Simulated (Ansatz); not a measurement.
Take BAs in the zinc blende structure (space group F-43m, No. 216) as the base.

```
CELL_PARAMETERS angstrom
      0.00000     2.39195     2.39195
      2.39195     0.00000     2.39195
      2.39195     2.39195     0.00000
ATOMIC_POSITIONS crystal
  As 0.75000 0.75000 0.75000
  B  0.00000 0.00000 0.00000
```

Level of theory: r2SCAN, PAW, 500 eV (Ansatz, an electronic-structure program; scalar-relativistic without spin-orbit coupling).

Base values:

```
Item                                               Result
-----------------------------  --------------------------
Band gap                                          1.38 eV
Hole mass                      0.21, 0.22, 0.22 mₑ (at Γ)
Density                                        5.20 g/cm³
Shortest interatomic distance                     2.071 Å
```

One thing is altered: cell and atoms relaxed at a pressure of 100 GPa.

Q: What does the calculation give for the band gap, hole mass, density and shortest interatomic distance after the change?

A: The band gap falls by 0.42 eV to 0.96 eV; the hole mass (degenerate bands, along [100]) changes from 0.21, 0.22, 0.22 mₑ (at Γ) to 0.18, 0.18, 0.36 mₑ (at Γ); the density increases by 2.21 g/cm³, from 5.20 g/cm³ to 7.41 g/cm³; the shortest interatomic distance decreases by 0.230 Å (2.071 Å → 1.841 Å).

Load acts through the strain it causes; cell and atoms are relaxed under it. Effective masses come from finite differences of ±0.01 Å⁻¹. Whether these cells are dynamically stable was not tested. No other phases were tried under pressure.
